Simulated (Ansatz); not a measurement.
B20 (FeSi-type) MnSi, relaxed in Ansatz (plane waves) with several semilocal functionals. Each gives its own volume and its own bulk modulus:

| level | V0 (Å³/atom) | bulk modulus B0 (GPa) | ln V0 | ln B0 |
|---|---|---|---|---|
| LDA | 10.853 | 227.1 | 2.3844 | 5.4254 |
| PBEsol | 11.166 | 220.1 | 2.4129 | 5.3941 |
| r²SCAN | 11.826 | 184.8 | 2.4703 | 5.2193 |

Task: Fit a straight line to ln B0 against ln V0. What does it predict for PBE, whose volume is 11.525 Å³/atom?

Result: With x = ln V0 and y = ln B0: means 2.42253 and 5.34627; Σ(Δx Δy) = -0.009543, Σ(Δx²) = 0.003829, so the slope is -2.49. At x = 2.4445 the line gives y = 5.34627 + (-2.49) × (2.4445 − 2.42253) = 5.2916, or 198.7 GPa. The run with PBE gives 205.9 GPa, +3.6 % from the line. The rows used scatter about it by up to 2.4 %, while the largest value lies 23 % above the smallest. For comparison, PBE's own equation of state has B′ = 4.1, the slope −d ln B/d ln V at a fixed functional; the two needn't agree, since functionals also differ at one volume.

Measured: 167 GPa (measured, room temperature, no zero-point or thermal correction; as tabulated in Study of the compressibility of FeSi, MnSi, and CoS2 (JETP Letters), abstract).

Spin-polarised runs: LDA (parallel moments), PBEsol (parallel moments), PBE (parallel moments), r²SCAN (parallel moments).

Ansatz's density-functional and Hartree–Fock values are scalar-relativistic unless marked +SOC, with PAW data made under PBE.

Ansatz is a first-principles code.
